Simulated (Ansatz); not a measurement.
The reference is WC (space group P-6m2, No. 187; a = 2.913 Å, c = 2.835 Å; relaxed with 0.1 eV smearing).

The values are results of DFT with r2SCAN, PAW potentials and a 500 eV plane-wave cutoff in Ansatz (a program for electronic structure), no spin-orbit coupling, not measurements.

Strains are applied to the cell and any free atomic positions relax.

One change was made to it. Results:

The energy rises by 2.9 meV/atom; the pressure (mean of the normal stresses, compression positive) goes from zero to -5.9 GPa.

### Question
Which change produced these results?
A. isotropic strain +2.50 %
B. isotropic strain +3.00 %
C. isotropic strain +1.00 %
D. isotropic strain +1.50 %
E. isotropic strain +0.50 %

### Answer
E, isotropic strain +0.50 %. For comparison, the energy relative to the base in the other runs: isotropic strain +2.50 % gives +68 meV/atom; isotropic strain +1.00 % gives +11 meV/atom; isotropic strain +1.50 % gives +25 meV/atom; isotropic strain +3.00 % gives +97 meV/atom.

No phonon test of stability was made. All final runs are without spin polarisation.
